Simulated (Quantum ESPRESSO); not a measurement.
Input and output of a self-consistent single point for TiH2 (P4/nmm, 6 atoms in the cell) (Quantum ESPRESSO).

Method: PBEsol, PseudoDojo standard norm-conserving (PBESOL) pseudopotentials (plane waves; Quantum ESPRESSO).

The change in words: opposed starting moments (1 -1 0 0 0 0 μB); pseudopotentials: {Ti: Ti.upf, H: H.upf} → {Ti1: Ti.upf, Ti2: Ti.upf, H: H.upf}; nspin: default → 2. Reference geometry:
```
TiH2
1.0
    2.91242     0.00000     0.00000
    0.00000     2.91242     0.00000
    0.00000     0.00000     4.86288
Ti H
2 4
Cartesian
  1.45621   0.00000   1.28506
  0.00000   1.45621   3.57782
  1.45621   1.45621   0.00000
  0.00000   0.00000   0.00000
  0.00000   1.45621   1.69199
  1.45621   0.00000   3.17089
```

Reference input (self-consistent single point, DFT, PBEsol, plane waves, PseudoDojo standard norm-conserving (PBESOL) pseudopotentials): ecutwfc = 85 Ry; occupations = smearing; smearing = mp; degauss = 0.019992 Ry; potentials = {Ti: Ti.upf, H: H.upf}; K_POINTS = automatic 13 13 8 0 0 0; conv_thr = 1e-09 Ry; mixing_beta = 0.4. This run's input differs from it in these lines:

```diff
@@ -11,3 +11,3 @@
  nat = 6
- ntyp = 2
+ ntyp = 3
  ecutwfc = 85
@@ -16,2 +16,5 @@
  degauss = 0.019992
+ nspin = 2
+ starting_magnetization(1) = 0.083
+ starting_magnetization(2) = -0.083
 /
@@ -22,3 +25,4 @@
 ATOMIC_SPECIES
-Ti    47.8670  Ti.upf
+Ti1   47.8670  Ti.upf
+Ti2   47.8670  Ti.upf
 H      1.0080  H.upf
@@ -29,4 +33,4 @@
 ATOMIC_POSITIONS {angstrom}
-Ti    1.45621000    0.00000000    1.28506467
-Ti    0.00000000    1.45621000    3.57781533
+Ti1   1.45621000    0.00000000    1.28506467
+Ti2   0.00000000    1.45621000    3.57781533
 H     1.45621000    1.45621000    0.00000000
```

Output, abridged:

```
     Self-consistent Calculation

     iteration #  1     ecut=    85.00 Ry     beta= 0.40

     Threshold (ethr) on eigenvalues was too large:
     Diagonalizing with lowered threshold

     total energy              =    -241.98628584 Ry
     estimated scf accuracy    <       0.24786602 Ry

     total magnetization       =    -0.00 Bohr mag/cell
     absolute magnetization    =     0.60 Bohr mag/cell

     iteration #  2     ecut=    85.00 Ry     beta= 0.40

     total energy              =    -242.00546092 Ry
     estimated scf accuracy    <       0.03212974 Ry

     total magnetization       =     0.00 Bohr mag/cell
   [... lines left out ...]
     estimated scf accuracy    <          2.0E-09 Ry

     total magnetization       =     0.00 Bohr mag/cell
     absolute magnetization    =     0.00 Bohr mag/cell

     iteration # 15     ecut=    85.00 Ry     beta= 0.40

     Magnetic moment per site  (integrated on atomic sphere of radius R)
     atom   1 (R=0.267)  charge=  8.4635  magn= -0.0000
     atom   2 (R=0.267)  charge=  8.4635  magn=  0.0000
     atom   3 (R=0.267)  charge=  1.1351  magn= -0.0000
     atom   4 (R=0.267)  charge=  1.1351  magn= -0.0000
     atom   5 (R=0.267)  charge=  1.0756  magn= -0.0000
     atom   6 (R=0.267)  charge=  1.0756  magn=  0.0000
     End of self-consistent calculation

     Number of k-points >= 100: set verbosity='high' to print the bands.

     the Fermi energy is    12.7645 ev

!    total energy              =    -242.01976712 Ry
     estimated scf accuracy    <          9.4E-11 Ry
     smearing contrib. (-TS)   =       0.00088149 Ry
     internal energy E=F+TS    =    -242.02064862 Ry

     total magnetization       =     0.00 Bohr mag/cell
     absolute magnetization    =     0.00 Bohr mag/cell

     convergence has been achieved in  15 iterations

     Forces acting on atoms (cartesian axes, Ry/au):

     atom    1 type  1   force =     0.00000000    0.00000000   -0.00334161
     atom    2 type  2   force =     0.00000000    0.00000000    0.00334122
     atom    3 type  3   force =     0.00000000    0.00000000    0.00000017
   [... lines left out ...]

     Total force =     0.006355     Total SCF correction =     0.000012

          total   stress  (Ry/bohr**3)                   (kbar)     P=      -37.83
  -0.00026290   0.00000000   0.00000000          -38.67        0.00        0.00
   0.00000000  -0.00026290   0.00000000            0.00      -38.67        0.00
   0.00000000   0.00000000  -0.00024573            0.00        0.00      -36.15

   JOB DONE.
```

The run converged in 15 iterations. Against the reference run the pressure moves little (-3.77 to -3.78 GPa) and the largest force stays at 0.086 eV/Å. The full log also holds: “c_bands:  2 eigenvalues not converged”.

The starting cell comes from a database of computed structures (which also holds hypothetical and non-ambient phases and stackings), without a prior relaxation at this level. The starting moments vanished: the run ended non-magnetic. With a pressure of about -4 GPa the cell is away from its equilibrium volume at this level.

Cost on one core of a shared machine: roughly 6 min.
